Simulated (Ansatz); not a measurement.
Given:

```yaml
crystal:
  lattice:
    - [4.25892, 0.00000, 0.00000]
    - [0.00000, 6.02303, 0.00000]
    - [0.00000, 0.00000, 23.51784]
  atoms:
    - { symbol: I, position: [0.75000, 0.49573, 0.31254] }
    - { symbol: Cu, position: [0.25000, 0.32567, 0.35031] }
    - { symbol: I, position: [0.25000, 0.97751, 0.41027] }
    - { symbol: Cu, position: [0.75000, 0.71814, 0.40624] }
    - { symbol: I, position: [0.75000, 0.48352, 0.50000] }
    - { symbol: Cu, position: [0.25000, 0.23238, 0.50000] }
    - { symbol: I, position: [0.25000, 0.97751, 0.58973] }
    - { symbol: Cu, position: [0.75000, 0.71814, 0.59376] }
    - { symbol: I, position: [0.75000, 0.49573, 0.68746] }
    - { symbol: Cu, position: [0.25000, 0.32567, 0.64969] }
```

No spin polarisation.

Computed with Ansatz (a program for electronic structure), r2SCAN, PAW, cutoff 500 eV, no spin-orbit coupling. k-mesh 8×6×1 (Γ-centred); smearing 0.05 eV (Fermi–Dirac). The cell is a slab with vacuum along z.

**Question.** Predict the valence-band top at Γ (three highest levels, from the VBM).

**Answer.** 0.00, -0.13, -0.28 eV.

**Question.** What is the computed gap character?

**Answer.** Direct at Γ.

**Question.** What is the computed band gap?

**Answer.** 2.02 eV.

Spin-orbit coupling, missing from the scalar runs, can matter with I. Stability against distortions was not tested. All final runs are without spin polarisation. The cell was made from CuI in the zinc blende structure (space group F-43m, No. 216) by this change: a free-standing slab of 5 layers (10 atoms, 2 a layer) is cut normal to [110], with 15 Å of vacuum and the in-plane cell held at bulk.
